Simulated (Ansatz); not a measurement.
Take CdSe in the wurtzite structure (space group P6_3mc, No. 186; a = 4.3828 Å, c = 7.1544 Å) as the base.

Modification: every lattice vector is shortened by 3.00 %, atoms relaxed at fixed cell.

Level of theory: PBE, PAW, 420 eV (Ansatz, a quantum-chemistry and plane-wave program; no SOC).

Base, band edges from the VBM (valence, conduction): K -1.52, 4.34; H -1.01, 3.66; M -0.68, 3.09; L -1.21, 2.90; A -0.36, 2.26; Γ 0.00, 0.54 eV.

Question: Give the band edges at the high-symmetry points of the new zone, measured from its valence-band maximum.

Answer: 
| point | valence edge (eV) | conduction edge (eV) |
|---|---|---|
| Γ | 0.00 | 0.74 |
| M | -0.81 | 3.28 |
| K | -1.79 | 4.15 |
| A | -0.43 | 2.44 |
| L | -1.44 | 2.95 |
| H | -1.20 | 3.82 |

The gap is 0.74 eV, direct at Γ.

The cells carry an imposed strain or load. Whether these cells are dynamically stable was not tested.
